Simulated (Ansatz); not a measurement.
Results of r²SCAN+SOC (Ansatz, an electronic-structure program, plane waves, PAW) for In₂Si₂O₇ (C2/m, No. 12, 11 atoms in the cell; start mp-2874).

Settings: plane-wave cutoff 560 eV, 6×6×6 k mesh, Fermi–Dirac smearing 0.01 eV, PAW data made under PBE.

Cell (relaxed with PBEsol):

In₂O₇Si₂ is modelled in the monoclinic space group C2/m (No. 12), Pearson symbol mS22. Conventional cell: a = 6.631 Å, b = 8.649 Å, c = 4.725 Å, α = γ = 90.00°, β = 102.66°. In on 4g is surrounded by 6 O at 2.122–2.242 Å. Si on 4i is surrounded by 4 O at 1.618–1.643 Å (tetrahedral). O1 on 8j has 1 Si at 1.643 Å and 1 In at 2.122 Å and 1 In at 2.242 Å (trigonal planar). O2 on 2c has 2 Si at 1.618 Å (linear). O3 on 4i sees 1 Si at 1.634 Å and 2 In at 2.155 Å (trigonal planar). (Neighbours: up to the widest gap in distance over summed covalent radii, below 1.35, at either atom; cation-cation and far metal-metal contacts left out.)
(The calculation used a cell of 11 atoms; values per cell refer to that cell.)

### Question
Estimate the band gap that the calculation returns.

### Answer

- band gap = 3.59 eV (on the SCF k mesh)

Note: cell and atoms aren't relaxed at this level (largest force component 0.28 eV/Å, pressure -1.3 GPa).

Computed values are for the static lattice.

The result took very roughly 11 core-minutes.

A start named mp-… is a Materials Project structure, which need not be a measured phase.
